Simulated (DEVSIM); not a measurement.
Device: Ni/SiO2/n-Si capacitor, at 300 K.

```csv
layer (left to right),material,thickness (nm),Nd (cm⁻³)
1,SiO2,38.0,-
2,Si,11000,2.6e15
```

Metal gate on the left, work function 5.1 eV. Fixed charge at the semiconductor interface 2.2e10 cm⁻² (in units of +e); no interface traps.

Constants are typed, rounded textbook-type inputs, not results; the design itself was drawn at random and stands for no fabricated device. Values at 300 K.

| parameter | SiO2 | Si |
|---|---|---|
| gap (eV) | 9 | 1.124 |
| affinity (eV) | 0.9 | 4.05 |
| permittivity | 3.9 | 11.7 |
| Nc (cm⁻³) | - | 2.86e19 |
| Nv (cm⁻³) | - | 3.1e19 |

DEVSIM, 1D Poisson equation in equilibrium, Boltzmann statistics, complete ionisation; no quantum confinement or tunnelling. Metal contacts follow the ideal Schottky-Mott rule: no Fermi-level pinning, no interface dipoles.

Task: Tabulate band edges, carrier densities and field at 0.2 V on the gate.

Result: Energies count from the Fermi level of the right contact; mesh points crowd at the junctions.

```tsv
x (μm)	Ec (eV)	Ev (eV)	n (cm⁻³)	p (cm⁻³)	field (V/cm)
0.000	4.000	-5.000	< 1e2	< 1e2	-61000
0.001875	3.989	-5.011	< 1e2	< 1e2	-61000
0.006843	3.958	-5.042	< 1e2	< 1e2	-61000
0.01900	3.885	-5.115	< 1e2	< 1e2	-61000
0.03338	3.797	-5.203	< 1e2	< 1e2	-61000
0.03698	3.775	-5.225	< 1e2	< 1e2	-61000
0.03847	0.618	-0.506	1.2e9	1.0e11	-17000
0.04295	0.611	-0.513	1.6e9	7.5e10	-17000
0.05372	0.593	-0.531	3.1e9	3.8e10	-16000
0.08196	0.549	-0.575	1.7e10	6.8e9	-15000
0.1616	0.442	-0.682	1.1e12	1.1e8	-12000
0.5046	0.249	-0.875	1.8e15	63000	-1100
1.287	0.241	-0.883	2.6e15	45000	≈ 0
3.377	0.241	-0.883	2.6e15	45000	≈ 0
8.682	0.241	-0.883	2.6e15	45000	≈ 0
10.16	0.241	-0.883	2.6e15	45000	≈ 0
10.71	0.241	-0.883	2.6e15	45000	≈ 0
10.92	0.241	-0.883	2.6e15	45000	≈ 0
11.01	0.241	-0.883	2.6e15	45000	≈ 0
11.03	0.241	-0.883	2.6e15	45000	≈ 0
11.04	0.241	-0.883	2.6e15	45000	≈ 0
11.04	0.241	-0.883	2.6e15	45000	≈ 0
```
